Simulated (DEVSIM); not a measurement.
Device: abrupt Si p-n junction, at 400 K.

| layer (left to right) | material | thickness (μm) | Nd (cm⁻³) | Na (cm⁻³) | τn (s) | τp (s) |
|---|---|---|---|---|---|---|
| 1 | Si | 1.80 | - | 4.2e18 | 3.2e-7 | 3.2e-6 |
| 2 | Si | 37.0 | 6.2e14 | - | 3.2e-6 | 3.2e-6 |

Left contact: ohmic. Right contact: ohmic. Voltage is applied to the left contact. Recombination: SRH at mid-gap, Auger. Mobility is μmin + (μ − μmin)/(1 + (N/Nref)^α).

This is a model device: material constants are rounded textbook-type values typed into the input, and sizes, dopings and lifetimes were drawn at random. Values at 300 K; Nc and Nv go as T^1.5, mobilities as T to minus their exponent, the gap by Varshni's rule with the affinity fixed.

| parameter | Si |
|---|---|
| gap (eV) | 1.124 |
| affinity (eV) | 4.05 |
| permittivity | 11.7 |
| Nc (cm⁻³) | 2.86e19 |
| Nv (cm⁻³) | 3.1e19 |
| μn (cm²/Vs) | 1417 |
| μp (cm²/Vs) | 470 |
| μn,min | 52 |
| μp,min | 45 |
| Nref,n | 9.7e16 |
| Nref,p | 2.2e17 |
| αn | 0.68 |
| αp | 0.72 |
| T exponent of μn | 2.3 |
| T exponent of μp | 2.2 |
| Cn (cm⁶/s) | 2.8e-31 |
| Cp (cm⁶/s) | 9.9e-32 |
| Varshni α (eV/K) | 0.000473 |
| Varshni β (K) | 636 |

Simulated with DEVSIM: 1D drift-diffusion, Boltzmann statistics, complete ionisation; no tunnelling, impact ionisation, image-force lowering or self-heating.

Q: Tabulate band edges, carrier densities and field at zero bias.

A: Energies count from the Fermi level of the right contact; mesh points crowd at the junctions.

```
x (μm)   Ec (eV)  Ev (eV)  n (cm⁻³)  p (cm⁻³)  field (V/cm)
-------  -------  -------  --------  --------  ------------
0.000      1.013   -0.084   7700000    4.2e18           ≈ 0
0.03445    1.013   -0.084   7700000    4.2e18           ≈ 0
0.1227     1.013   -0.084   7700000    4.2e18           ≈ 0
0.3284     1.013   -0.084   7700000    4.2e18           ≈ 0
1.036      1.013   -0.084   7700000    4.2e18           ≈ 0
1.508      1.013   -0.084   7700000    4.2e18           ≈ 0
1.693      1.013   -0.084   7700000    4.2e18           ≈ 0
1.784      1.013   -0.084   7700000    4.2e18          -260
1.811      0.902   -0.195     1.9e8    1.7e17        -44000
1.861      0.797   -0.300     4.0e9    8.0e15        -13000
1.984      0.685   -0.411    1.0e11    3.2e14         -7400
2.485      0.446   -0.650    1.1e14    3.1e11         -2500
3.513      0.385   -0.711    6.1e14    5.3e10           -19
6.213      0.385   -0.711    6.2e14    5.2e10           ≈ 0
16.25      0.385   -0.711    6.2e14    5.2e10           ≈ 0
29.18      0.385   -0.711    6.2e14    5.2e10           ≈ 0
34.89      0.385   -0.711    6.2e14    5.2e10           ≈ 0
37.22      0.385   -0.711    6.2e14    5.2e10           ≈ 0
38.35      0.385   -0.711    6.2e14    5.2e10           ≈ 0
38.63      0.385   -0.711    6.2e14    5.2e10           ≈ 0
38.74      0.385   -0.711    6.2e14    5.2e10           ≈ 0
38.80      0.385   -0.711    6.2e14    5.2e10           ≈ 0
```
